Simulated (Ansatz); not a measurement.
Take CdSiP$_{2}$ in the chalcopyrite structure (space group I-42d, No. 122; a = 5.7240 Å, c = 10.5822 Å) as the base. Axes: x, y, z lie along a, b, c of the conventional cell.

Method: PBE, PAW, 420 eV (Ansatz, a first-principles code; no spin-orbit coupling), earlier PAW set.

Before the change:

Band gap: 1.42 eV
Width of the top valence band: 0.81 eV

Now apply this change: uniaxial stress, 2 GPa tension along z; all other stress components relax to zero.

Q: What happens to the mean lateral Poisson ratio?

A: The mean lateral Poisson ratio amounts to 0.34.

Q: What does the calculation give for the band gap after the change?

A: The band gap goes up by 0.24 eV (1.42 eV → 1.66 eV).

Q: What happens to the secant Young's modulus along z?

A: The secant Young's modulus along z is 63 GPa.

Q: Estimate the effect on the energy relative to the base.

A: The energy grows by 4.1 meV/atom.

Q: Predict the new width of the top valence band.

A: The width of the top valence band falls by 0.07 eV (0.81 eV → 0.74 eV).

Load acts through the strain it causes; cell and atoms are relaxed under it. Gaps are read on the SCF mesh and a high-symmetry path. Beyond what the load breaks, stability against distortions was not tested.
